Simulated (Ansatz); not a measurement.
Structures of equal composition on the (0001) surface of hcp Ti: a layer of Hf in place of the second plane; a layer of Hf in place of the third plane. The slabs share one bottom face, and each structure is named by its start. These are constructed structures in small cells; real faces may alloy, dewet or reconstruct in larger ones, and not all known structures of the face are among them. Slabs of about 12 Å with all that they carry, Fermi-Dirac smearing of 0.1 eV. Bottom of the slabs: a bare face, its two planes held. Relaxed from the named starts with such symmetry as they have, on meshes of like density; energies extrapolated to zero smearing; no spin-orbit coupling, no U. Spin-polarised runs, if any, are marked in brackets, and their order is one that fits the cell; the others ran without spin.

Calculation: PBE (plane waves to 420 eV, PAW; Ansatz, a quantum-chemistry and plane-wave program).

### Question
Put the candidates in order of energy per 1x1 cell, lowest first, for PBE.

### Answer
a layer of Hf in place of the third plane (0.000 eV), a layer of Hf in place of the second plane (0.099 eV)
